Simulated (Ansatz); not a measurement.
# A computed series for AlAs: response to strain and stress

Start from AlAs in the zinc blende structure (space group F-43m, No. 216; a = 5.674 Å). Axes: x, y, z lie along the cube axes.

Strains are applied to the cell and any free atomic positions relax; under stress the whole cell relaxes.

The values are results of Ansatz (an electronic-structure program), PBEsol, PAW, cutoff 420 eV, no spin-orbit coupling, earlier PAW set, not measurements.

Candidates:
(a) uniaxial stress, 0.5 GPa compression along z
(b) uniaxial stress, 2 GPa compression along x
(c) tensor shear ε_yz = +2.10 %
(d) strain tensor (xx, yy, zz, yz, xz, xy) = (−0.01, +1.53, −0.81, +0.09, −1.30, +1.26) %
(e) uniaxial strain ε_xx = −2.15 %

Before the change:

- Smallest direct gap = 1.91 eV

**Question.** Order them by smallest direct gap, lowest first.

**Answer.** (d) strain tensor (xx, yy, zz, yz, xz, xy) = (−0.01, +1.53, −0.81, +0.09, −1.30, +1.26) % (1.65 eV), (c) tensor shear ε_yz = +2.10 % (1.67 eV), (b) uniaxial stress, 2 GPa compression along x (1.85 eV), (a) uniaxial stress, 0.5 GPa compression along z (1.90 eV), (e) uniaxial strain ε_xx = −2.15 % (2.01 eV)

Beyond what the load breaks, stability against distortions was not tested.
